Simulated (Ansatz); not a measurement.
The parent structure is CuI in the zinc blende structure (space group F-43m, No. 216; a = 5.9393 Å). Axes: x, y, z lie along the cube axes.

Structures relaxed with DFT with PBEsol, PAW potentials and a 420 eV plane-wave cutoff in Ansatz (a program for electronic structure), no SOC.

Base:

Simulated powder pattern, Cu Kα1, λ = 1.54056 Å (kinematic, ideal powder, no thermal factors, no anomalous dispersion; the 10 strongest lines at most, above 2 %, up to 2θ = 90°):

```json
[
 {"2θ (°)": "25.96", "I/Imax (%)": "100", "hkl": "(111)"},
 {"2θ (°)": "30.07", "I/Imax (%)": "7.7", "hkl": "(200)"},
 {"2θ (°)": "43.04", "I/Imax (%)": "70", "hkl": "(220)"},
 {"2θ (°)": "50.95", "I/Imax (%)": "46", "hkl": "(311)"},
 {"2θ (°)": "53.39", "I/Imax (%)": "2.1", "hkl": "(222)"},
 {"2θ (°)": "62.50", "I/Imax (%)": "11", "hkl": "(400)"},
 {"2θ (°)": "68.85", "I/Imax (%)": "18", "hkl": "(331)"},
 {"2θ (°)": "70.90", "I/Imax (%)": "3.0", "hkl": "(420)"},
 {"2θ (°)": "78.89", "I/Imax (%)": "22", "hkl": "(422)"},
 {"2θ (°)": "84.74", "I/Imax (%)": "14", "hkl": "(511)"}
]
```

After one change:

Simulated powder pattern, Cu Kα1, λ = 1.54056 Å (kinematic, ideal powder, no thermal factors, no anomalous dispersion; the 10 strongest lines at most, above 2 %, up to 2θ = 90°):

```json
[
 {"2θ (°)": "25.69", "I/Imax (%)": "32"},
 {"2θ (°)": "26.23", "I/Imax (%)": "100"},
 {"2θ (°)": "42.92", "I/Imax (%)": "47"},
 {"2θ (°)": "43.61", "I/Imax (%)": "45"},
 {"2θ (°)": "50.69", "I/Imax (%)": "17"},
 {"2θ (°)": "51.30", "I/Imax (%)": "28"},
 {"2θ (°)": "51.61", "I/Imax (%)": "15"},
 {"2θ (°)": "62.85", "I/Imax (%)": "15"},
 {"2θ (°)": "69.81", "I/Imax (%)": "12"},
 {"2θ (°)": "79.61", "I/Imax (%)": "15"}
]
```

Problem. What was done to the base?
A. biaxial strain +0.83 %, plane normal [111], relaxed out of plane
B. biaxial strain −0.83 %, plane normal [111], relaxed out of plane
C. biaxial strain −1.25 %, plane normal [111], relaxed out of plane
D. biaxial strain −2.50 %, plane normal [111], relaxed out of plane

Solution. C, biaxial strain −1.25 %, plane normal [111], relaxed out of plane. Its volume per atom is 25.81 Å³ against 26.19 Å³, and its space group is R3m (No. 160).

Stability against distortions was not tested. The final runs are not spin-polarised.
